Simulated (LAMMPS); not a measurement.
MD of Li (bcc) at zero pressure, 250 atoms, as a crystal; each row is its own run.

Computed with MD with a machine-learned potential, pair style snap, file Li_Zuo_JPCA2020.quadratic.snap; code LAMMPS.

```csv
T (K),enthalpy (eV/atom)
200,-1.8469
270,-1.8278
300,-1.8202
340,-1.8096
480,-1.7680
```

Fit a straight line, y = a + b x, to these rows (x is the first column, y the second) and predict the run at x = 410.

Least squares gives a = -1.9042 and b = 0.0002820. At x = 410 the fit predicts -1.7886 eV/atom. The run itself gave -1.7889 ± 0.0003 eV/atom, so the fit is 0.3 meV/atom high, within the run's error.

Caution (rows 200; 270; 300; 340): nuclei are classical, which matters for such light atoms.

Caution (rows 410; 480): a run this short can hold a crystal over, or a liquid under, the potential's own melting point, which these runs don't give.

Caution (row 480): this crystal lies over the measured melting point of 454 K, so it is superheated or the potential melts high.
